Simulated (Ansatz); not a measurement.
Ru: biaxial strain +1.60 %, plane normal [001], relaxed out of plane

Base system: Ru in the hcp (Mg type) structure (space group P6_3/mmc, No. 194; a = 2.705 Å, c = 4.260 Å). Axes: x lies along a and z along c of the hexagonal cell.

The change: tensile biaxial strain of 1.60 % in the plane normal to [001], as in epitaxy on a mismatched substrate; the out-of-plane cell vector and the atoms relax.

Method: r2SCAN/PAW in Ansatz (a quantum-chemistry and plane-wave program), no SOC. Settings: 20×20×11 k-points, 0.05 eV Fermi–Dirac smearing.

- Volume per atom = 13.81 Å³ (base 13.49 Å³)
- Space group = P6_3/mmc (No. 194) (base P6_3/mmc (No. 194))
- Shortest interatomic distance = 2.642 Å (base 2.641 Å)
- Band gap = zero (base zero)
- Out-of-plane strain = -0.84 % (rough)
- Mean in-plane stress (compression positive) = -10.3 GPa (rough)

Without a gap, meshes like the base's 20×20×11 leave anisotropic stresses uncertain by several tenths of a GPa, and small strain energies with them. Stability against distortions was not tested. All final runs are without spin polarisation.
